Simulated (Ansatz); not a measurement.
Electronic density of states of amorphous Si24O47F2, density 2.26 g/cm³, on a 2×2×2 Γ-centred mesh with a Gaussian width of 0.1 eV; energies count from the Fermi level, whose place inside the gap is arbitrary. Cell and mesh are small, so fine structure isn't converged. Method: PBE, scalar-relativistic without spin-orbit coupling (plane waves to 420 eV, PAW; Ansatz, an electronic-structure program). Sampling: a 2×2×2 Γ-centred mesh; Fermi-Dirac width 0.02 eV; no spin polarisation.

Preparation: random packing, a CHGNet melt and quench, and a DFT relaxation. O and F atoms were pushed apart under 1.9 Å during the dynamics, to hinder bonds among them. It is the lowest in DFT energy of 2 quenches. It is a model cell: composition and starting density were chosen by hand, and all elements were melted together. No dispersion term was used. Its density started from a set value of 2.16 and ended at 2.26 g/cm³. The quench (nominally 150 K/ps over its main leg) was far faster than any real one, so the model tends to hold more defects than a real film. Values belong to this one cell and scatter from quench to quench. The volume was free in the relaxation, at fixed shape. Stress components on the final sampling reach 3.0 GPa.

| E - EF (eV) | states/(eV atom) |
|---|---|
| -12.00 | 0.00 |
| -11.90 | 0.00 |
| -11.80 | 0.00 |
| -11.70 | 0.03 |
| -11.60 | 0.10 |
| -11.50 | 0.15 |
| -11.40 | 0.18 |
| -11.30 | 0.18 |
| -11.20 | 0.14 |
| -11.10 | 0.10 |
| -11.00 | 0.14 |
| -10.90 | 0.19 |
| -10.80 | 0.17 |
| -10.70 | 0.18 |
| -10.60 | 0.22 |
| -10.50 | 0.24 |
| -10.40 | 0.20 |
| -10.30 | 0.19 |
| -10.20 | 0.19 |
| -10.10 | 0.19 |
| -10.00 | 0.22 |
| -9.90 | 0.23 |
| -9.80 | 0.21 |
| -9.70 | 0.20 |
| -9.60 | 0.19 |
| -9.50 | 0.19 |
| -9.40 | 0.17 |
| -9.30 | 0.19 |
| -9.20 | 0.22 |
| -9.10 | 0.19 |
| -9.00 | 0.15 |
| -8.90 | 0.18 |
| -8.80 | 0.23 |
| -8.70 | 0.18 |
| -8.60 | 0.17 |
| -8.50 | 0.18 |
| -8.40 | 0.19 |
| -8.30 | 0.25 |
| -8.20 | 0.36 |
| -8.10 | 0.50 |
| -8.00 | 0.61 |
| -7.90 | 0.71 |
| -7.80 | 0.77 |
| -7.70 | 0.74 |
| -7.60 | 0.64 |
| -7.50 | 0.51 |
| -7.40 | 0.50 |
| -7.30 | 0.56 |
| -7.20 | 0.54 |
| -7.10 | 0.38 |
| -7.00 | 0.19 |
| -6.90 | 0.06 |
| -6.80 | 0.02 |
| -6.70 | 0.14 |
| -6.60 | 0.33 |
| -6.50 | 0.34 |
| -6.40 | 0.22 |
| -6.30 | 0.11 |
| -6.20 | 0.23 |
| -6.10 | 0.32 |
| -6.00 | 0.30 |
| -5.90 | 0.30 |
| -5.80 | 0.39 |
| -5.70 | 0.53 |
| -5.60 | 0.60 |
| -5.50 | 0.63 |
| -5.40 | 0.62 |
| -5.30 | 0.64 |
| -5.20 | 0.71 |
| -5.10 | 0.81 |
| -5.00 | 0.80 |
| -4.90 | 0.75 |
| -4.80 | 0.69 |
| -4.70 | 0.68 |
| -4.60 | 0.74 |
| -4.50 | 0.80 |
| -4.40 | 0.88 |
| -4.30 | 0.92 |
| -4.20 | 0.94 |
| -4.10 | 0.91 |
| -4.00 | 0.88 |
| -3.90 | 0.98 |
| -3.80 | 0.95 |
| -3.70 | 0.90 |
| -3.60 | 0.92 |
| -3.50 | 0.93 |
| -3.40 | 0.93 |
| -3.30 | 0.82 |
| -3.20 | 0.72 |
| -3.10 | 0.78 |
| -3.00 | 0.87 |
| -2.90 | 0.82 |
| -2.80 | 0.67 |
| -2.70 | 0.31 |
| -2.60 | 0.05 |
| -2.50 | 0.00 |
| -2.40 | 0.00 |
| -2.30 | 0.00 |
| -2.20 | 0.00 |
| -2.10 | 0.00 |
| -2.00 | 0.00 |
| -1.90 | 0.00 |
| -1.80 | 0.00 |
| -1.70 | 0.00 |
| -1.60 | 0.00 |
| -1.50 | 0.00 |
| -1.40 | 0.00 |
| -1.30 | 0.00 |
| -1.20 | 0.00 |
| -1.10 | 0.00 |
| -1.00 | 0.00 |
| -0.90 | 0.00 |
| -0.80 | 0.00 |
| -0.70 | 0.00 |
| -0.60 | 0.00 |
| -0.50 | 0.00 |
| -0.40 | 0.00 |
| -0.30 | 0.00 |
| -0.20 | 0.00 |
| -0.10 | 0.00 |
| 0.00 | 0.00 |
| 0.10 | 0.00 |
| 0.20 | 0.00 |
| 0.30 | 0.00 |
| 0.40 | 0.00 |
| 0.50 | 0.00 |
| 0.60 | 0.00 |
| 0.70 | 0.00 |
| 0.80 | 0.00 |
| 0.90 | 0.00 |
| 1.00 | 0.00 |
| 1.10 | 0.00 |
| 1.20 | 0.00 |
| 1.30 | 0.00 |
| 1.40 | 0.00 |
| 1.50 | 0.00 |
| 1.60 | 0.00 |
| 1.70 | 0.00 |
| 1.80 | 0.00 |
| 1.90 | 0.00 |
| 2.00 | 0.00 |
| 2.10 | 0.00 |
| 2.20 | 0.00 |
| 2.30 | 0.00 |
| 2.40 | 0.00 |
| 2.50 | 0.00 |
| 2.60 | 0.01 |
| 2.70 | 0.02 |
| 2.80 | 0.01 |
| 2.90 | 0.00 |
| 3.00 | 0.00 |
| 3.10 | 0.02 |
| 3.20 | 0.06 |
| 3.30 | 0.06 |
| 3.40 | 0.04 |
| 3.50 | 0.03 |
| 3.60 | 0.05 |
| 3.70 | 0.11 |
| 3.80 | 0.10 |
| 3.90 | 0.09 |
| 4.00 | 0.09 |
| 4.10 | 0.08 |
| 4.20 | 0.06 |
| 4.30 | 0.06 |
| 4.40 | 0.11 |
| 4.50 | 0.12 |
| 4.60 | 0.13 |
| 4.70 | 0.18 |
| 4.80 | 0.18 |
| 4.90 | 0.18 |
| 5.00 | 0.19 |
| 5.10 | 0.24 |
| 5.20 | 0.22 |
| 5.30 | 0.20 |
| 5.40 | 0.21 |
| 5.50 | 0.25 |
| 5.60 | 0.33 |
| 5.70 | 0.32 |
| 5.80 | 0.31 |
| 5.90 | 0.36 |
| 6.00 | 0.45 |
| 6.10 | 0.50 |
| 6.20 | 0.54 |
| 6.30 | 0.58 |
| 6.40 | 0.55 |
| 6.50 | 0.46 |

The gap on this mesh is 5.41 eV; the broadening fills part of it in the curve.
